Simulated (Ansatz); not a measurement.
Results of PBE-D3(BJ) in Ansatz (PAW) for AlO (model structure, started from the beta GaS type, P6₃/mmc, No. 194, 8 atoms in the cell).

Numerical settings: plane-wave cutoff 520 eV, 12×12×4 k mesh (along the axes of the cell as run), Fermi–Dirac smearing 0.01 eV, scalar-relativistic PAW data made under PBE.

Computed at the level's own relaxed cell.

```
CELL_PARAMETERS angstrom
      2.96090     0.00000     0.00000
     -1.48045     2.56422     0.00000
      0.00000     0.00000    12.91795
ATOMIC_POSITIONS crystal
  Al 0.33333 0.66667 0.14921
  Al 0.66667 0.33333 0.64921
  Al 0.66667 0.33333 0.85079
  Al 0.33333 0.66667 0.35079
  O  0.33333 0.66667 0.59869
  O  0.66667 0.33333 0.09869
  O  0.66667 0.33333 0.40131
  O  0.33333 0.66667 0.90131
```

Task: List the 24 lowest band energies at Γ above −25 eV (eV, relative to the valence band maximum), grouping those that round alike.

Result: At Γ: -20.83, -20.76, -20.58, -20.51, -7.91, -7.33, -6.19, -4.81, -4.70 (×2), -4.68 (×2), -4.61 (×2), -4.59 (×2), -3.04, -1.66, 1.45, 2.63, 4.23, 4.92, 7.96, 8.45.

Note: the relaxation could raise the start's symmetry but not lower it, so the cell can be a saddle point.

A model structure was made by putting elements into a prototype or built by hand; it is no filed structure, need not be a known phase, and can be a saddle point held by its symmetry.

Ansatz is a first-principles code.
